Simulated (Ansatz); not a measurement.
BeS (model structure, started from the BeO type, P4₂/mnm, No. 136, 8 atoms in the cell) was calculated with LDA (PAW; Ansatz, a program for electronic structure).

Output (set-up and result lines):

```
Crystal: 8 atoms, lattice volume = 118.652 Å³
Basis set: ecut = 520 eV, 3201 PW (Γ), exchange–correlation on 90×90×54 points (8 copies of the dense FFT grid, shifted against one another)
Bands: 24, of which v1, the nominal top of the filled ones, is band 16 counted from 1 (15 counted from 0)
Symmetry: 16 space group operations
Space group: P42/mnm (ITA 136), of the structure as read, at distance tolerance 4.9e-5 Å
k-points: 60 of 360
Functional: x = slater, c = lda
SCF iter   1: F=—  HF=-3839.523378 eV  |F-HF|=—  |Δ(HF+E_count)|=         —  Δρ=4.58e-3  dr2=1.67e-2
SCF iter   2: F=—  HF=-3839.520386 eV  |F-HF|=—  |Δ(HF+E_count)|=   2.99e-3  Δρ=2.61e-3  dr2=5.94e-3
  ...
SCF iter   8: F=—  HF=-3839.519001 eV  |F-HF|=—  |Δ(HF+E_count)|=   1.57e-8  Δρ=1.23e-6  dr2=2.38e-9
SCF iter   9: F=-3839.519001 eV  HF=-3839.519001 eV  |F-HF|=4.55e-13  |Δ(HF+E_count)|=  7.79e-10  Δρ=5.40e-8  dr2=3.88e-12
SCF 1 converged in 9 iterations: F = -3839.519001 eV  dr2 = 3.88e-12
SCF converged after 9 iterations
Free energy (F): -3839.519001 eV
Internal energy: -3839.519001 eV  (E = F + TS)
E sigma→0 (E₀):  -3839.519001 eV
Fermi energy:    6.280524 eV
--- Stress (GPa, compression-positive) ---
       -2.311249       0.000000       0.000000
        0.000000      -2.311249       0.000000
        0.000000       0.000000      -2.548728
  P = ⅓ Tr σ = -2.3904 GPa (-23.904 kbar)
```

### Question
Write an input file that could have produced this run (the log leaves some choices open).

### Answer
Several could match; the one computed here: 
Ansatz 0.2 input:
```yaml
crystal:
  lattice:
    - [5.8715360837, 0.0, 0.0]
    - [0.0, 5.8715360837, 0.0]
    - [0.0, 0.0, 3.4416844372]
  atoms:
    - { symbol: Be, position: [0.3311165022, 0.6688834978, 0.0] }
    - { symbol: Be, position: [0.6688834978, 0.3311165022, 0.0] }
    - { symbol: Be, position: [0.8311165022, 0.8311165022, 0.5] }
    - { symbol: Be, position: [0.1688834978, 0.1688834978, 0.5] }
    - { symbol: S, position: [0.3087152184, 0.3087152184, 0.0] }
    - { symbol: S, position: [0.6912847816, 0.6912847816, 0.0] }
    - { symbol: S, position: [0.1912847816, 0.8087152184, 0.5] }
    - { symbol: S, position: [0.8087152184, 0.1912847816, 0.5] }
basis:
  ecutwfc: 520
  ecutrho_ratio: 4
  xc_grid: 2
kpoints:
  mp_grid: { grid: [6, 6, 10] }
  band_path:
    path:
      - [0.0, 0.0, 0.0]
      - [0.0, 0.125, 0.0]
      - [0.0, 0.25, 0.0]
      - [0.0, 0.375, 0.0]
      - [0.0, 0.5, 0.0]
      - [0.125, 0.5, 0.0]
      - [0.25, 0.5, 0.0]
      - [0.375, 0.5, 0.0]
      - [0.5, 0.5, 0.0]
      - [0.428571, 0.428571, 0.0]
      - [0.357143, 0.357143, 0.0]
      - [0.285714, 0.285714, 0.0]
      - [0.214286, 0.214286, 0.0]
      - [0.142857, 0.142857, 0.0]
      - [0.071429, 0.071429, 0.0]
      - [0.0, 0.0, 0.055556]
      - [0.0, 0.0, 0.111111]
      - [0.0, 0.0, 0.166667]
      - [0.0, 0.0, 0.222222]
      - [0.0, 0.0, 0.277778]
      - [0.0, 0.0, 0.333333]
      - [0.0, 0.0, 0.388889]
      - [0.0, 0.0, 0.444444]
      - [0.0, 0.0, 0.5]
      - [0.0, 0.125, 0.5]
      - [0.0, 0.25, 0.5]
      - [0.0, 0.375, 0.5]
      - [0.0, 0.5, 0.5]
      - [0.125, 0.5, 0.5]
      - [0.25, 0.5, 0.5]
      - [0.375, 0.5, 0.5]
      - [0.5, 0.5, 0.5]
      - [0.428571, 0.428571, 0.5]
      - [0.357143, 0.357143, 0.5]
      - [0.285714, 0.285714, 0.5]
      - [0.214286, 0.214286, 0.5]
      - [0.142857, 0.142857, 0.5]
      - [0.071429, 0.071429, 0.5]
      - [0.0, 0.5, 0.055556]
      - [0.0, 0.5, 0.111111]
      - [0.0, 0.5, 0.166667]
      - [0.0, 0.5, 0.222222]
      - [0.0, 0.5, 0.277778]
      - [0.0, 0.5, 0.333333]
      - [0.0, 0.5, 0.388889]
      - [0.0, 0.5, 0.444444]
      - [0.5, 0.5, 0.055556]
      - [0.5, 0.5, 0.111111]
      - [0.5, 0.5, 0.166667]
      - [0.5, 0.5, 0.222222]
      - [0.5, 0.5, 0.277778]
      - [0.5, 0.5, 0.333333]
      - [0.5, 0.5, 0.388889]
      - [0.5, 0.5, 0.444444]
    npoints: 1
hamiltonian:
  xc: lda
  dispersion: none
  pseudopotentials: { kind: paw }
scf:
  occupations: { method: fermi_dirac, width: 0.01 }
  convergence: { dr2_threshold: 0.0000000008 }
output:
  forces: true
  stress: true
  eigenvalues: true
  write_bands: true
```

The PAW data were made under PBE.

Note: the relaxation could raise the start's symmetry but not lower it, so the cell can be a saddle point. Note: cell and atoms aren't relaxed at this level (pressure -2.4 GPa).

A model structure was made by putting elements into a prototype or built by hand; it is no filed structure, need not be a known phase, and can be a saddle point held by its symmetry.
